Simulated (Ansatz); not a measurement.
Ge (R-3, No. 148, 8 atoms in the cell; start mp-128; another form than the element's usual one) was calculated with r²SCAN (PAW; Ansatz, an electronic-structure program).

Run with plane-wave cutoff 560 eV, 12×12×12 k mesh, Fermi–Dirac smearing 0.05 eV, scalar-relativistic PAW data made under PBE.

Cell (relaxed at this level):

```cif
data_Ge24
_chemical_formula_sum 'Ge24'
_space_group_name_H-M_alt 'R-3 :H'
_space_group_IT_number 148
_space_group_name_Hall '-R 3'
_cell_length_a 9.89057
_cell_length_b 9.89057
_cell_length_c 5.91240
_cell_angle_alpha 90.000
_cell_angle_beta 90.000
_cell_angle_gamma 120.000
loop_
_atom_site_label
_atom_site_type_symbol
_atom_site_symmetry_multiplicity
_atom_site_Wyckoff_symbol
_atom_site_fract_x
_atom_site_fract_y
_atom_site_fract_z
_atom_site_occupancy
Ge1 Ge 6 c 0.00000 0.00000 0.28719 1
Ge2 Ge 18 f 0.03664 0.26723 0.24599 1
```
(The calculation used a cell of 8 atoms; values per cell refer to that cell.)

Problem. What does this level give for the bulk modulus?

Solution. 
- bulk modulus = 64.3 GPa

The run finds no gap.

Note: the bulk modulus is −V dP/dV from two relaxed cells at ±2 % in volume; the relaxation could not lower the start's symmetry, so the cell can be a saddle point above a distorted one.

The computed numbers hold no vibrational or temperature effects.

Cost on a shared machine: very roughly 21 core-minutes.

A start named mp-… is a Materials Project structure, which need not be a measured phase.
